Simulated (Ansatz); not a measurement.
Results of LDA (Ansatz, a quantum-chemistry and plane-wave program, plane waves, PAW) for fluorite AuAl2.

The input as run:

Ansatz 0.2 input:
```yaml
crystal:
  lattice:
    - [0.0, 2.9780277101, 2.9780277101]
    - [2.9780277101, 0.0, 2.9780277101]
    - [2.9780277101, 2.9780277101, 0.0]
  atoms:
    - { symbol: Al, position: [0.25, 0.25, 0.25] }
    - { symbol: Al, position: [0.75, 0.75, 0.75] }
    - { symbol: Au, position: [0.0, 0.0, 0.0] }
basis:
  ecutwfc: 520
  ecutrho_ratio: 4
  xc_grid: 2
kpoints:
  mp_grid: { grid: [16, 16, 16] }
hamiltonian:
  xc: lda
  dispersion: none
  pseudopotentials: { kind: paw }
scf:
  occupations: { method: fermi_dirac, width: 0.05 }
  convergence: { dr2_threshold: 0.0000000003 }
output:
  forces: true
  stress: true
  eigenvalues: true
```

The run printed, among other lines:

```
Crystal: 3 atoms, lattice volume = 52.822 Å³
Basis set: ecut = 520 eV, 1411 PW (Γ), exchange–correlation on 64×64×64 points (8 copies of the dense FFT grid, shifted against one another)
Bands: 17, of which v1, the nominal top of the filled ones, is band 13 counted from 1 (12 counted from 0)
Symmetry: 48 space group operations
Space group: Fm-3m (ITA 225), of the structure as read, at distance tolerance 3.8e-5 Å
k-points: 145 of 4096
Functional: x = slater, c = lda
SCF iter   1: F=—  HF=-13892.211812 eV  |F-HF|=—  |Δ(HF+E_count)|=         —  Δρ=4.32e-3  dr2=5.89e-3
SCF iter   2: F=—  HF=-13892.211703 eV  |F-HF|=—  |Δ(HF+E_count)|=   1.09e-4  Δρ=2.50e-3  dr2=2.07e-3
  ...
SCF iter   7: F=—  HF=-13892.211510 eV  |F-HF|=—  |Δ(HF+E_count)|=  1.46e-11  Δρ=1.87e-6  dr2=2.85e-9
SCF iter   8: F=-13892.211510 eV  HF=-13892.211510 eV  |F-HF|=3.64e-11  |Δ(HF+E_count)|=  6.88e-10  Δρ=2.99e-7  dr2=5.04e-11
SCF 1 converged in 8 iterations: F = -13892.211510 eV  dr2 = 5.04e-11
SCF converged after 8 iterations
Free energy (F): -13892.211510 eV
Internal energy: -13892.203004 eV  (E = F + TS)
E sigma→0 (E₀):  -13892.207257 eV
Fermi energy:    11.359447 eV
--- Forces (eV/Å), atoms counted from 1 ---
  atom   1  Al    -0.00000000     0.00000000     0.00000000
  atom   2  Al    -0.00000000     0.00000000    -0.00000000
  atom   3  Au    -0.00000000    -0.00000000     0.00000000
--- Stress (GPa, compression-positive) ---
       -0.000275       0.000000       0.000000
       -0.000000      -0.000275      -0.000000
        0.000000      -0.000000      -0.000275
  P = ⅓ Tr σ = -0.0003 GPa (-0.003 kbar)
```

The PAW data were made under PBE.

The result took around 8 core-seconds (rough).
